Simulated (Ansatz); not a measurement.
Results of PBE-D4 (Ansatz, a quantum-chemistry and plane-wave program, PAW) for CsCl-type RuAl.

Run with plane-wave cutoff 500 eV, 18×18×18 k mesh, Fermi–Dirac smearing 0.1 eV, no spin polarisation, scalar-relativistic PAW data made under PBE.

Computed at the level's own relaxed cell.

**Question.** What does this level give for the volume per atom and lattice constant a?

**Answer.** 
* **volume per atom**: 13.22 Å³/atom
* **lattice constant a**: 2.979 Å

Measured, for comparison: lattice constant a 2.992 Å (temperature not stated, copied from a table, unchecked, no zero-point or thermal correction; as tabulated in Acta Metallurgica 41, 863 (1993)). Computed (rounded) less measured: lattice constant a not scored (unchecked). A static lattice is as a rule a little smaller and stiffer than an uncorrected measurement, which narrows the difference in the lattice constant a and would widen misses of the other sign.
